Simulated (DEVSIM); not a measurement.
Structure: Au/Si3N4/p-GaSb capacitor, at 250 K.

Layer 1 from the left is Si3N4, thickness (nm) 5.60. Layer 2 from the left is GaSb, thickness (nm) 2200, Na (cm⁻³) 7.5e16.

Metal gate on the left, work function 5.1 eV. Fixed charge at the semiconductor interface 0 cm⁻² (in units of +e); no interface traps.

This is a model device: material constants are rounded textbook-type values typed into the input, and sizes, dopings and lifetimes were drawn at random. Values at 300 K; Nc and Nv go as T^1.5, mobilities as T to minus their exponent, the gap by Varshni's rule with the affinity fixed.

Si3N4: gap (eV) 5.1, affinity (eV) 2.1, permittivity 7.5. GaSb: gap (eV) 0.726, affinity (eV) 4.06, permittivity 15.7, Nc (cm⁻³) 2.1e17, Nv (cm⁻³) 1.8e19, Varshni α (eV/K) 0.00042, Varshni β (K) 140.

Model (solved in DEVSIM): 1D Poisson equation in equilibrium, Boltzmann statistics, complete ionisation; no quantum confinement or tunnelling. Metal contacts follow the ideal Schottky-Mott rule: no Fermi-level pinning, no interface dipoles.

Question: What does the simulation give for the flat-band voltage, the minimum of the low-frequency capacitance, the threshold voltage (band bending 2φF)?

Answer: flat-band voltage 0.41 V; minimum of the low-frequency capacitance 0.118 μF/cm²; threshold voltage (band bending 2φF) 1.14 V.
